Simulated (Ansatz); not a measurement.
**Pressure series in hypothetical rock salt ZrSi**

Take ZrSi in the rock salt structure (space group Fm-3m, No. 225; a = 5.397 Å; a hypothetical phase, not in the database extracts checked) as the base.

Cell and atoms are relaxed at each pressure.

Levels (all Ansatz, a first-principles code, PAW, earlier PAW set): PBE (420 eV, without spin-orbit coupling); PBEsol (420 eV, no SOC).

The base cell above is that of PBE; each level relaxes its own structures.

```
case              lattice parameter a, PBE  lattice parameter a, PBEsol
----------------  ------------------------  ---------------------------
pressure −2 GPa                    5.430 Å                      5.372 Å
pressure −1 GPa                    5.413 Å                      5.357 Å
pressure 3 GPa                     5.352 Å                      5.300 Å
pressure 7 GPa                     5.298 Å                      5.249 Å
pressure 15 GPa                    5.206 Å                      5.163 Å
pressure 30 GPa                    5.072 Å                      5.035 Å
pressure 50 GPa                    4.937 Å                      4.905 Å
pressure 75 GPa                    4.808 Å                      4.780 Å
pressure 100 GPa                   4.707 Å                      4.681 Å
```

PBE lies above PBEsol in every row, by 0.025 Å to 0.058 Å. They put the cases in the same order.

Load acts through the strain it causes; cell and atoms are relaxed under it. Whether these cells are dynamically stable was not tested. Competing high-pressure phases were not computed. The final runs are not spin-polarised.
